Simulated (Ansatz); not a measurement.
# Response to strain in BP

Base system: BP in the zinc blende structure (space group F-43m, No. 216; a = 4.520 Å). Axes: x, y, z lie along the cube axes.

Strains are applied to the cell and any free atomic positions relax; under biaxial strain the out-of-plane vector relaxes too; under stress the whole cell relaxes.

All numbers come from PBEsol (Ansatz, an electronic-structure program; PAW; 420 eV plane waves; spin-orbit coupling left out), earlier PAW set.

Notes on the quantities. pressure: mean of the normal stresses, compression positive; energy relative to the base: free energy F.

```json
[
 {"variant": "base", "pressure": "-0.01 GPa", "gap character": "–", "electron mass": "1.3 mₑ along k, 0.22 mₑ across (off the special points)", "band gap": "1.11 eV", "energy relative to the base": "0 meV/atom"},
 {"variant": "biaxial strain −0.91 %, plane normal [001], relaxed out of plane", "pressure": "2.44 GPa", "gap character": "indirect, Γ → Γ–X (84 % along)", "electron mass": "1.3 mₑ along k, 0.22 mₑ across (off the special points)", "band gap": "0.99 eV", "energy relative to the base": "+2.4 meV/atom"},
 {"variant": "biaxial strain +1.79 %, plane normal [001], relaxed out of plane", "pressure": "-4.37 GPa", "gap character": "indirect, Γ → Γ–M (79 % along)", "electron mass": "1.2 mₑ along k, 0.22 mₑ across (off the special points)", "band gap": "0.77 eV", "energy relative to the base": "+8.7 meV/atom"},
 {"variant": "uniaxial strain ε_zz = −5.10 %", "pressure": "9.70 GPa", "gap character": "indirect, Γ → Γ–M (84 % along)", "electron mass": "1.2 mₑ along k, 0.22 mₑ across (off the special points)", "band gap": "0.25 eV", "energy relative to the base": "+34 meV/atom"},
 {"variant": "uniaxial strain ε_zz = −1.63 %", "pressure": "[?]", "gap character": "indirect, Γ → Γ–M (84 % along)", "electron mass": "1.2 mₑ along k, 0.22 mₑ across (off the special points)", "band gap": "[?]", "energy relative to the base": "[?]"},
 {"variant": "uniaxial stress, 2 GPa tension along z", "pressure": "–", "gap character": "indirect, Γ → Γ–X (78 % along)", "electron mass": "1.3 mₑ along k, 0.22 mₑ across (off the special points)", "band gap": "1.08 eV", "energy relative to the base": "+0.5 meV/atom"}
]
```

**Question.** Complete the table.

**Answer.** 
- uniaxial strain ε_zz = −1.63 %, pressure: 2.86 GPa
- uniaxial strain ε_zz = −1.63 %, band gap: 0.84 eV
- uniaxial strain ε_zz = −1.63 %, energy relative to the base: +3.3 meV/atom

Masses are band curvatures over ±0.01 Å⁻¹ around the edge. Along k means along the line from Γ to the band edge. Beyond what the load breaks, stability against distortions was not tested. The zero or small gap of BP under uniaxial strain ε_zz = −5.10 % can change with the level of theory. k-point labels follow each cell's own Brillouin zone.
